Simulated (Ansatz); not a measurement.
Stishovite (SiO2), treated with G0W0@PBEsol in Ansatz (hard PAW, contour deformation).

The cell has the measured lattice parameters. Conventional cell: a = 4.1811 Å, b = 4.1811 Å, c = 2.6665 Å, α = 90.00°, β = 90.00°, γ = 90.00°.

One run with a 6×6×10 mesh, response cutoff 100 eV and 194 empty bands, not extrapolated in mesh or basis; no spin–orbit coupling.

Highest filled and lowest empty level by k point (fractions of the reciprocal vectors of the cell (4.181 0.000 0.000) (0.000 4.181 0.000) (0.000 0.000 2.667) Å; eV from the valence maximum of each method):

| k | PBEsol filled | PBEsol empty | QP filled | QP empty |
|---|---|---|---|---|
| 0 0 0 | 0.00 | 5.54 | 0.00 | 8.31 |
| 0 0.167 0.1 | -0.29 | 6.40 | ? | ? |
| 0 -0.5 0 | -1.08 | 7.65 | ? | ? |
| 0 -0.5 0.3 | -1.56 | 9.02 | ? | ? |
| 0 -0.5 0.4 | -1.71 | 8.81 | ? | ? |
| 0.167 0.333 0.1 | -0.84 | 7.24 | ? | ? |
| 0.167 0.333 -0.5 | -1.84 | 8.03 | ? | ? |
| 0.333 -0.5 0.4 | -1.57 | 7.50 | ? | ? |

### Question
Fill in the missing entries.

### Answer

- 0 0.167 0.1, QP filled: -0.33
- 0 0.167 0.1, QP empty: 9.28
- 0 -0.5 0, QP filled: -1.16
- 0 -0.5 0, QP empty: 10.62
- 0 -0.5 0.3, QP filled: -1.74
- 0 -0.5 0.3, QP empty: 12.21
- 0 -0.5 0.4, QP filled: -1.92
- 0 -0.5 0.4, QP empty: 11.94
- 0.167 0.333 0.1, QP filled: -0.91
- 0.167 0.333 0.1, QP empty: 10.21
- 0.167 0.333 -0.5, QP filled: -2.07
- 0.167 0.333 -0.5, QP empty: 11.09
- 0.333 -0.5 0.4, QP filled: -1.75
- 0.333 -0.5 0.4, QP empty: 10.48

Note: cell and atoms aren't relaxed at this level.

Ansatz is a program for electronic structure.
